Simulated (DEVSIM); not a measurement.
Structure: Al/SiON/p-GaAs capacitor, at 300 K.

Layer 1 from the left is SiON, thickness (nm) 2.30. Layer 2 from the left is GaAs, thickness (nm) 12000, Na (cm⁻³) 3.1e15.

Metal gate on the left, work function 4.1 eV. Fixed charge at the semiconductor interface 4.1e10 cm⁻² (in units of +e); no interface traps.

Constants are typed, rounded textbook-type inputs, not results; the design itself was drawn at random and stands for no fabricated device. Values at 300 K.

SiON: gap (eV) 7, affinity (eV) 1.4, permittivity 5.5. GaAs: gap (eV) 1.424, affinity (eV) 4.07, permittivity 12.9, Nc (cm⁻³) 4.7e17, Nv (cm⁻³) 9e18.

DEVSIM, 1D Poisson equation in equilibrium, Boltzmann statistics, complete ionisation; no quantum confinement or tunnelling. Metal contacts follow the ideal Schottky-Mott rule: no Fermi-level pinning, no interface dipoles.

Question: What does the simulation give for the minimum of the low-frequency capacitance, the flat-band voltage?

Answer: minimum of the low-frequency capacitance 0.0174 μF/cm²; flat-band voltage -1.19 V.
